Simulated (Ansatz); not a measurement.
Take KTaO₃ in the cubic perovskite structure (space group Pm-3m, No. 221; a = 3.9901 Å) as the base.

The values are results of r2SCAN (Ansatz, a quantum-chemistry and plane-wave program; PAW; 500 eV plane waves; no SOC), not measurements.

One change was made to it. Results:

The smallest direct gap increases by 0.217 eV (3.27 eV → 3.48 eV); the band gap increases by 0.37 eV, from 2.63 eV to 3.00 eV; the gap character stays indirect, R → Γ; the density grows by 1.165 g/cm³ to 8.17 g/cm³; the shortest interatomic distance falls by 0.100 Å to 1.895 Å.

Task: Name the change that was made.
(A) pressure 9 GPa
(B) pressure −1 GPa
(C) pressure −2 GPa
(D) pressure 45 GPa

Result: D, pressure 45 GPa. For comparison, the band gap in the other runs: pressure −2 GPa gives 2.60 eV; pressure 9 GPa gives 2.73 eV; pressure −1 GPa gives 2.61 eV.

With Ta present, leaving out spin-orbit coupling can change the band edges. Load acts through the strain it causes; cell and atoms are relaxed under it. Stability against distortions was not tested. Competing high-pressure phases were not computed.
